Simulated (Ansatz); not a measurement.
Base system: Zr in the hcp (Mg type) structure (space group P6_3/mmc, No. 194; relaxed with 0.1 eV smearing).

```xyz
2
Lattice="3.2444 0.0000 0.0000 -1.6222 2.8097 0.0000 0.0000 0.0000 5.1584" Properties=species:S:1:pos:R:3 pbc="T T T"
Zr     0.0000     1.8731     3.8688
Zr     1.6222     0.9366     1.2896
```

Cartesian axes are those of the cell as printed.

Computed with Ansatz (a first-principles code) r2SCAN, without spin-orbit coupling, earlier PAW set.

For the base:

The pressure is 0.0 GPa.

It is then changed as follows: biaxial strain +1.13 %, plane normal [001], relaxed out of plane (Cartesian); in-plane vectors clamped, the third vector and the atoms free.

Task: What happens to the pressure?

Result: The pressure (mean of the normal stresses, compression positive) goes from zero to -1.3 GPa.

Stability against distortions was not tested. All final runs are without spin polarisation.
